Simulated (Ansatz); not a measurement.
C interstitial in metastable 2H silicon carbide (start: void with 1C3Si nearest; 96-site cell, 2×2×2 shifted sampling). Method: PBE, PAW (plane waves to 420 eV; Ansatz, a quantum-chemistry and plane-wave program). Total energies of the localised charge states, counted from that of charge +2, and their image corrections (point charge with alignment); the host's valence-band maximum lies at 9.434 eV on the cells' energy zero and its gap is 2.31 eV.

| charge | moment (μB) | E − E(first) (eV) | correction (eV) |
|---|---|---|---|
| +2 | not spin-polarised | 0.000 | 0.887 |
| +1 | 1.0 | 10.404 | 0.267 |
| 0 | not spin-polarised | 21.253 | 0.000 |

Problem. Derive the transition levels above the valence-band maximum and say which of them are thermodynamic.

Solution. A level is the Fermi energy at which two charges have equal formation energy: ε(q/q′) = [E(q′) + corr(q′) − E(q) − corr(q)] / (q − q′) − E_VBM.
ε(+2/+1) = [(10.404 + 0.267) − (0.000 + 0.887)] / 1 − 9.434 = 0.35 eV
ε(+1/0) = [(21.253 + 0.000) − (10.404 + 0.267)] / 1 − 9.434 = 1.15 eV
Thermodynamic levels at least 0.1 eV inside the gap: (+2/+1) at 0.35 eV; (+1/0) at 1.15 eV. They hold to tenths of an eV in this cell. Only the charges listed were compared. The geometries come from one start. Flagged in the runs: a host whose relaxation on this sampling wasn't shown to rest, a strain field that reaches the edge of the cell.
